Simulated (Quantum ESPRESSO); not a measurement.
Sensitivity of a calculation on K3YF6 (P2_1/c, 20 atoms in the cell) to its settings

```
CELL_PARAMETERS angstrom
      6.36590     0.00000     0.00000
      0.00000     6.65439     0.00000
     -6.13502     0.00000     9.03714
ATOMIC_POSITIONS crystal
  K  0.27630 0.05632 0.75685
  K  0.72370 0.94368 0.24315
  K  0.72370 0.55632 0.74315
  K  0.27630 0.44368 0.25685
  K  0.50000 0.00000 0.50000
  K  0.50000 0.50000 0.00000
  Y  0.00000 0.50000 0.50000
  Y  0.00000 0.00000 0.00000
  F  0.10557 0.06336 0.22588
  F  0.89443 0.93664 0.77412
  F  0.89443 0.56336 0.27412
  F  0.10557 0.43664 0.72588
  F  0.75203 0.26819 0.92350
  F  0.24797 0.73181 0.07650
  F  0.24797 0.76819 0.57650
  F  0.75203 0.23181 0.42350
  F  0.66955 0.67755 0.45012
  F  0.33045 0.32245 0.54988
  F  0.33045 0.17755 0.04988
  F  0.66955 0.82245 0.95012
```

Base run A: Quantum ESPRESSO 7.5 with LDA (PZ), GBRV 1.5 ultrasoft (LDA) pseudopotentials, self-consistent single point.

Its settings: ecutwfc = 40 Ry; ecutrho = 320 Ry; occupations = fixed; potentials = {K: k_lda_v1.4.uspp.F.UPF, Y: y_lda_v1.4.uspp.F.UPF, F: f_lda_v1.4.uspp.F.UPF}; K_POINTS = automatic 3 3 2 0 0 0; nbnd = 84; conv_thr = 1e-11 Ry.

The starting cell comes from a database of computed structures (which also holds hypothetical and non-ambient phases and stackings), without a prior relaxation at this level. Its lattice was rescaled by a random factor within 2.5 % of one. In the base run, with a pressure of about -6 GPa the cell is away from its equilibrium volume at this level.

Runs:
- B: pseudopotentials: {K: k_lda_v1.4.uspp.F.UPF, Y: y_lda_v1.4.uspp.F.UPF, F: f_lda_v1.4.uspp.F.UPF} → {K: k_pbesol_v1.4.uspp.F.UPF, Y: y_pbesol_v1.4.uspp.F.UPF, F: f_pbesol_v1.4.uspp.F.UPF} [PBEsol]
- C: pseudopotentials: {K: k_lda_v1.4.uspp.F.UPF, Y: y_lda_v1.4.uspp.F.UPF, F: f_lda_v1.4.uspp.F.UPF} → {K: k_pbe_v1.4.uspp.F.UPF, Y: y_pbe_v1.4.uspp.F.UPF, F: f_pbe_v1.4.uspp.F.UPF}; input_dft: default → blyp [BLYP]

```csv
run,pressure (GPa),largest force (eV/Å),gap on the mesh (eV)
A,-5.83,0.471,6.206
B,-3.08,0.382,6.472
C,0.03,0.084,6.590
```

Run C against A: The pressure goes from -5.83 to 0.03 GPa, the largest force goes from 0.471 to 0.084 eV/Å and the gap on the mesh goes from 6.206 to 6.590 eV.

Run B against A: The pressure goes from -5.83 to -3.08 GPa, the largest force goes from 0.471 to 0.382 eV/Å and the gap on the mesh goes from 6.206 to 6.472 eV.

Left out of this page: 2 runs of the series held back from this collection.
